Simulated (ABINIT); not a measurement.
Worked example: self-consistent single point of LaTl (Pm-3m, 2 atoms in the cell) in ABINIT.

Method of the run: PBEsol, norm-conserving pseudopotentials (PseudoDojo nc-sr-04 PBEsol standard) (plane waves; ABINIT 10.0.3).

```yaml
crystal:
  lattice:
    - [3.97238, 0.00000, 0.00000]
    - [0.00000, 3.97238, 0.00000]
    - [0.00000, 0.00000, 3.97238]
  atoms:
    - { symbol: La, position: [0.00000, 0.00000, 0.00000] }
    - { symbol: Tl, position: [0.50000, 0.50000, 0.50000] }
```

Reference input (self-consistent single point, DFT, PBEsol, plane waves, norm-conserving pseudopotentials (PseudoDojo nc-sr-04 PBEsol standard)): pseudos = [La.upf, Tl.upf]; ecut = 110 Ry; occopt = 7; tsmear = 0.00367493 Ha; ngkpt = 8 8 8; nshiftk = 1; shiftk = 0 0 0; potentials = PseudoDojo nc-sr-04 PBEsol standard; nband = 17; kptopt = 1; nstep = 80; tolvrs = 1e-10. This run's input differs from it in these lines:

```diff
@@ -21,3 +21,3 @@
 kptopt 1
-ngkpt 8 8 8
+ngkpt 6 6 6
 nshiftk 1
```

Output, abridged:

```
--- !BeginCycle
solver: {iscf: 7, nstep: 80, nline: 4, wfoptalg: 0, }
tolerances: {tolvrs: 1.00E-10, }
...

     iter   Etot(hartree)      deltaE(h)  residm     vres2
 ETOT  1  -95.670488507517    -9.567E+01 1.845E-01 6.819E+01
 ETOT  2  -95.831445511201    -1.610E-01 5.685E-02 3.102E+00
 ETOT  3  -95.833527660223    -2.082E-03 4.202E-02 6.257E-02
 ETOT  4  -95.834290003985    -7.623E-04 4.197E-02 3.443E-01
 ETOT  5  -95.834729931155    -4.399E-04 4.702E-02 2.079E-01
   [... 50 lines left out ...]
 ETOT 56  -95.835368233538    -3.776E-11 2.328E-04 3.764E-09
 ETOT 57  -95.835368233570    -3.143E-11 1.471E-04 1.689E-09
 ETOT 58  -95.835368233591    -2.160E-11 3.207E-04 1.540E-10
 ETOT 59  -95.835368233613    -2.153E-11 1.952E-04 6.565E-11
 At SCF step   59       vres2   =  6.57E-11 < tolvrs=  1.00E-10 =>converged.

 Cartesian components of stress tensor (hartree/bohr^3)
  sigma(1 1)=  6.68232566E-05  sigma(3 2)=  0.00000000E+00
  sigma(2 2)=  6.68232566E-05  sigma(3 1)=  0.00000000E+00
  sigma(3 3)=  6.68232566E-05  sigma(2 1)=  0.00000000E+00

 ----iterations are completed or convergence reached----

 reduced coordinates (array xred) for    2 atoms
       0.000000000000      0.000000000000      0.000000000000
       0.500000000000      0.500000000000      0.500000000000
 cartesian forces (eV/Angstrom) at end:
    1     -0.00000000000000    -0.00000000000000    -0.00000000000000
    2     -0.00000000000000    -0.00000000000000    -0.00000000000000
 frms,max,avg= 0.0000000E+00 0.0000000E+00   0.000E+00  0.000E+00  0.000E+00 e/A
   [... lines left out ...]
 Fermi (or HOMO) energy (hartree) =   0.26695   Average Vxc (hartree)=  -0.38753
   [... lines left out ...]
total_energy        : -9.58353682336130E+01
total_energy_eV     : -2.60781299236929E+03
band_energy         : -4.43550780943667E+00
...

-Cartesian components of stress tensor (GPa)         [Pressure= -1.9660E+00 GPa]
- sigma(1 1)=  1.96600775E+00  sigma(3 2)=  0.00000000E+00
- sigma(2 2)=  1.96600775E+00  sigma(3 1)=  0.00000000E+00
- sigma(3 3)=  1.96600775E+00  sigma(2 1)=  0.00000000E+00

 Calculation completed.
```

The run converged in 59 iterations. Against the reference run the free energy rises by 5.7 meV/atom and the pressure goes from -2.07 to -1.97 GPa.

The starting cell comes from a database of computed structures (which also holds hypothetical and non-ambient phases and stackings), without a prior relaxation at this level.

Cost on one core of a shared machine: roughly 5 min.
